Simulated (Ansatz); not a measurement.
Start from SrCl$_{2}$ in the fluorite structure (space group Fm-3m, No. 225; a = 7.0410 Å).

Level of theory: PBE/PAW in Ansatz (a first-principles code), without spin-orbit coupling.

For the base:

| Item | Result |
|---|---|
| Width of the top valence band | 1.01 eV |
| Band gap | 5.24 eV |

Perturbation: the cell is scaled by 0.9850 in all directions, atoms relaxed at fixed cell.

How does this affect the energy relative to the base?

The energy increases by 6.5 meV/atom.

How does this affect the width of the top valence band?

The width of the top valence band increases by 0.06 eV, from 1.01 eV to 1.07 eV.

Predict the new band gap.

The band gap goes up by 0.177 eV, from 5.24 eV to 5.41 eV.

The cells carry an imposed strain or load. No phonon test of stability was made.
